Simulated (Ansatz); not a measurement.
**Several settings converged on a (110) slab of SbAs (cut from a parent of space group no. 160; 10 atoms in the cell)**

```yaml
crystal:
  lattice:
    - [5.96953, 0.00000, 0.00000]
    - [-5.50419, 4.35775, 0.00000]
    - [0.00000, 0.00000, 22.10642]
  atoms:
    - { symbol: As, position: [0.68731, 0.20821, 0.31665] }
    - { symbol: As, position: [0.68731, 0.70821, 0.40832] }
    - { symbol: As, position: [0.68731, 0.20821, 0.50000] }
    - { symbol: As, position: [0.68731, 0.70821, 0.59167] }
    - { symbol: As, position: [0.68731, 0.20821, 0.68335] }
    - { symbol: Sb, position: [0.31270, 0.29180, 0.31665] }
    - { symbol: Sb, position: [0.31270, 0.79180, 0.40832] }
    - { symbol: Sb, position: [0.31270, 0.29180, 0.50000] }
    - { symbol: Sb, position: [0.31270, 0.79180, 0.59167] }
    - { symbol: Sb, position: [0.31270, 0.29180, 0.68335] }
```

Base method: LDA (PW92), default PAW files made with PBE (plane waves; Ansatz, a first-principles code).

Base settings: basis.ecutwfc = 420 eV; kpoints.mp_grid.grid = 4 4 1; hamiltonian.xc = lda; hamiltonian.pseudopotentials = {kind: paw} (the program's default PAW files); scf.occupations.method = fermi_dirac; scf.occupations.width = 0.1 eV.

The count of work is k-points × plane waves × bands × iterations; it is no time. 

**The vacuum**

The mesh stays at the base's, so the ladder's end is converged at best in this setting alone.

Only quantities that move along the ladder and can be compared are tabulated.

| vacuum between outermost atoms (Å) | free energy less the last step's (meV/atom) | largest difference of a force vector from the last step's (eV/Å) | count of work / last |
|---|---|---|---|
| 3.0 | -87.77 | 0.986 | 0.33 |
| 4.0 | -23.94 | 0.275 | 0.28 |
| 5.0 | -3.99 | 0.065 | 0.34 |
| 6.0 | -0.11 | 0.022 | 0.37 |
| 7.0 | 0.18 | 0.006 | 0.40 |
| 8.0 | 0.09 | 0.002 | 0.42 |
| 10.0 | 0.01 | 0.000 | 0.47 |
| 12.0 | 0.00 | 0.000 | 0.53 |
| 14.0 | 0.00 | 0.000 | 0.58 |
| 17.0 | 0.00 | 0.000 | 0.66 |
| 20.0 | -0.01 | 0.000 | 0.74 |
| 25.0 | -0.01 | 0.001 | 0.87 |
| 30.0 | 0.00 | 0.000 | 1.0 |

Smallest vacuum between outermost atoms (Å) that holds the forces within 0.02 eV/Å of the last step, with all finer ones: 7.0, at 0.40 of the last step's count of work; the step before is off by 0.022 eV/Å.

Smallest vacuum between outermost atoms (Å) that holds the free energy within 5 meV/atom of the last step, with all finer ones: 5.0, at 0.34 of the last step's count of work; the step before is off by 24 meV/atom.

**The k-point mesh**

Only quantities that move along the ladder and can be compared are tabulated.

```csv
kpoints.mp_grid.grid,free energy less the last step's (meV/atom),largest difference of a force vector from the last step's (eV/Å)
2 2 1,143.82,0.511
3 2 1,-0.74,0.210
3 3 1,-11.81,0.172
4 3 1,-0.31,0.081
4 4 1,-1.27,0.052
5 4 1,-1.53,0.042
6 5 1,-0.89,0.020
7 6 1,-0.23,0.018
8 7 1,-0.12,0.009
9 8 1,-0.03,0.005
10 9 1,-0.01,0.003
12 10 1,0.04,0.001
14 12 1,0.00,0.001
17 14 1,0.00,0.000
```

Coarsest kpoints.mp_grid.grid that holds the free energy within 2 meV/atom of the last step, with all finer ones: 4 3 1; the step before is off by 12 meV/atom.

**The plane-wave cutoff**

The mesh stays at the base's, so the ladder's end is converged at best in this setting alone.

Only quantities that move along the ladder and can be compared are tabulated.

| basis.ecutwfc | free energy less the last step's (meV/atom) | largest difference of a force vector from the last step's (eV/Å) | count of work / last |
|---|---|---|---|
| 210 eV | 4859.37 | 0.144 | 0.14 |
| 250 eV | 869.80 | 0.020 | 0.18 |
| 295 eV | 99.12 | 0.025 | 0.21 |
| 355 eV | 4.48 | 0.003 | 0.27 |
| 420 eV | 1.50 | 0.001 | 0.35 |
| 505 eV | 0.43 | 0.000 | 0.46 |
| 630 eV | 0.11 | 0.000 | 0.65 |
| 840 eV | 0.00 | 0.000 | 1.0 |

Coarsest basis.ecutwfc that holds the free energy within 1 meV/atom of the last step, with all finer ones: 505 eV; the step before is off by 1.5 meV/atom.

Coarsest basis.ecutwfc that holds the forces within 0.01 eV/Å of the last step, with all finer ones: 355 eV, at 0.27 of the last step's count of work; the step before is off by 0.025 eV/Å.

On the base run: the starting cell comes from a database of computed structures (which also holds hypothetical and non-ambient phases and stackings), without a prior relaxation at this level. The slab is cut from that crystal, and its faces are unrelaxed. Its lattice was rescaled by up to half a per cent. Spin polarisation is off, though cut faces can carry moments; the slab shows no gap. Without a gap this mesh is coarse (it stands for a supercell whose shortest in-plane vector is 18 Å).

Left out of this page: 1 run of the series stopped by limits of time or memory.

Keys are those of Ansatz 0.2.
